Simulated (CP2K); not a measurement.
A self-consistent single point of SnSe2 (P-3m1, 3 atoms in the cell) with CP2K.

Level of theory: PBEsol, GPW, DZVP-MOLOPT-SR-GTH basis, GTH-PBE potentials (GTH_POTENTIALS) run with CP2K.

```
SnSe2
1.0
    3.82576     0.00000     0.00000
   -1.91288     3.31321     0.00000
    0.00000     0.00000     6.45864
Sn Se
1 2
Direct
  0.00000   0.00000   0.00000
  0.66667   0.33333   0.75710
  0.33333   0.66667   0.24290
```

Reference input (self-consistent single point, DFT PBE, GPW, DZVP-MOLOPT-SR-GTH basis, GTH-PBE potentials (GTH_POTENTIALS)): CUTOFF = 400 Ry; REL_CUTOFF = 50 Ry; KPOINTS/SCHEME = MONKHORST-PACK 7 7 4; GAMMA_CENTERED = T; XC_FUNCTIONAL = PBE; Sn/BASIS_SET = DZVP-MOLOPT-SR-GTH-q4; Sn/POTENTIAL = GTH-PBE-q4; Se/BASIS_SET = DZVP-MOLOPT-SR-GTH-q6; Se/POTENTIAL = GTH-PBE-q6; METHOD = GPW; EPS_DEFAULT = 1e-11; NGRIDS = 5. This run's input differs from it in these lines:

```diff
@@ -40,3 +40,6 @@
     &XC
-      &XC_FUNCTIONAL PBE
+      &XC_FUNCTIONAL
+        &PBE
+          PARAMETRIZATION PBESOL
+        &END PBE
       &END XC_FUNCTIONAL
```

Output (repeated stretches shortened):

```
 SCF WAVEFUNCTION OPTIMIZATION

  Step     Update method      Time    Convergence         Total energy    Change
     1 NoMix/Diag. 0.30E+00      -     0.80950421       -22.4673926717 -2.25E+01
     2 Broy./Diag. 0.30E+00      -     0.02988558       -22.2265707336  2.41E-01
     3 Broy./Diag. 0.30E+00      -     0.12078701       -22.2659514898 -3.94E-02
     4 Broy./Diag. 0.30E+00      -     0.00604097       -22.4025588323 -1.37E-01
     5 Broy./Diag. 0.30E+00      -     0.00576097       -22.3648620830  3.77E-02
     6 Broy./Diag. 0.30E+00      -     0.00249510       -22.3409154724  2.39E-02
   [... 5 lines left out ...]
    12 Broy./Diag. 0.30E+00      -     0.00001996       -22.3296995896  7.50E-05
    13 Broy./Diag. 0.30E+00      -     0.00000264       -22.3296784528  2.11E-05
    14 Broy./Diag. 0.30E+00      -     0.00000448       -22.3296525307  2.59E-05
    15 Broy./Diag. 0.30E+00      -     0.00000032       -22.3296463645  6.17E-06
  *** SCF run converged in    15 steps ***

  Overlap energy of the core charge distribution:               0.00000000275346
  Self energy of the core charge distribution:                -47.28550520351638
  Core Hamiltonian energy:                                     10.53171004101159
  Hartree energy:                                              19.57072280538118
  Exchange-correlation energy:                                 -5.14657401016243

  Total energy:                                               -22.32964636453258

                     Mulliken Population Analysis

 #  Atom  Element  Kind  Atomic population                           Net charge
       1     Sn       1          3.723620                              0.276380
       2     Se       2          6.138190                             -0.138190
   [... lines left out ...]

 STRESS| Analytical stress tensor [bar]
 STRESS|                        x                   y                   z
 STRESS|      x        2.77631908840E+04  -2.42567921274E-01   4.66479506770E-01
 STRESS|      y       -2.42567921274E-01   2.77628500531E+04  -2.79387048926E-01
 STRESS|      z        4.66479506770E-01  -2.79387048926E-01   2.86800515651E+04
 STRESS| 1/3 Trace                                             2.80686975007E+04
```

The run converged in 15 iterations. Against the reference run the pressure goes from 3.86 to 2.81 GPa, the largest force goes from 0.524 to 0.574 eV/Å and the gap on the mesh goes from 0.837 to 0.772 eV.

The starting cell comes from a database of computed structures (which also holds hypothetical and non-ambient phases and stackings), without a prior relaxation at this level. Its lattice was rescaled by a random factor within 2.5 % of one. Values carry the incompleteness of an atom-centred basis. The potentials were made for another functional than the one used.
